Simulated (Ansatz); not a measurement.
MgO under load (space group Immm), PBEsol, rigid bands (Ansatz, an electronic-structure program). Condition of this run: uniaxial stress along [110] of 2 GPa (compression positive) (the target of the relaxation). Band gap 4.64 eV, N_c = 5.21e18 cm⁻³ and N_v = 1.61e20 cm⁻³ at 300 K, conductivity masses of 0.354 mₑ (electrons) and 2.20 mₑ (holes). Take k_BT = 0.02585 eV.

A film of it is 5 nm thick. Estimate the confinement energies in an infinite well.

ħ²π²/(2m t²) = 0.376 eV·nm²/(m/mₑ × t²) gives 42.5 meV for electrons and 6.84 meV for holes, so the gap would widen to about 4.69 eV. Finite barriers and nonparabolic bands lower this, and with several valleys or bands the heaviest mass along the normal sets the lowest level, not this average.

Find the intrinsic carrier density and the intrinsic Fermi level.

n_i = √(N_c N_v) exp(−E_g/2k_BT) = 2.90e19 × exp(−89.74) = 3.1e-20 cm⁻³. The level lies (k_BT/2) ln(N_v/N_c) = 44 meV from mid-gap (positive towards the conduction band). Each 0.1 eV added to the gap lowers n_i by a factor of 6.9.

What thermal injection velocity √(2k_BT/πm) limits a ballistic channel?

9.04e6 cm/s for electrons and 3.63e6 cm/s for holes, a ratio of √(m_h/m_e) = 2.49, for dilute carriers.

Rigid bands with the computed gap; masses take one relaxation time for all states. Spin-orbit coupling is left out.
